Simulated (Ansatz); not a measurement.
The parent structure is Rh₂S₃ in the Bi2Te3 type structure (space group R-3m, No. 166; a = 3.316 Å, c = 23.549 Å (hexagonal axes); a hypothetical phase, not in the database extracts checked; layered, stacked along the Cartesian z axis).

Level of theory: PBEsol-D3(BJ)/PAW in Ansatz (a quantum-chemistry and plane-wave program), scalar-relativistic without spin-orbit coupling.

Before the change:

The shortest interatomic distance comes out as 2.252 Å. The band gap is zero and the In-plane lattice parameter a is 3.316 Å.

One thing is altered: a free-standing slab of 4 layers (20 atoms, 5 a layer) is cut normal to the stacking axis, with 15 Å of vacuum and the in-plane cell relaxed.

Problem. What does the calculation give for the excess energy per area of both faces after the change?

Solution. The excess energy per area of both faces (slab less bulk energy over the cell's area: twice a surface energy) comes out as 1.3 J/m² (uncertain by up to 0.3 J/m²).

Problem. What does the calculation give for the shortest interatomic distance after the change?

Solution. The shortest interatomic distance hardly moves (2.252 Å against 2.250 Å).

Problem. How does this affect the band gap?

Solution. The band gap stays zero.

Problem. What happens to the thickness between the outermost nuclei?

Solution. The thickness between the outermost nuclei comes out as 29.34 Å.

Problem. What happens to the in-plane lattice parameter a?

Solution. The in-plane lattice parameter a drops by 0.0052 Å, from 3.316 Å to 3.310 Å.

The excess energy carries the mismatch between the slab's and the bulk's meshes. Whether these cells are dynamically stable was not tested. All final runs are without spin polarisation.
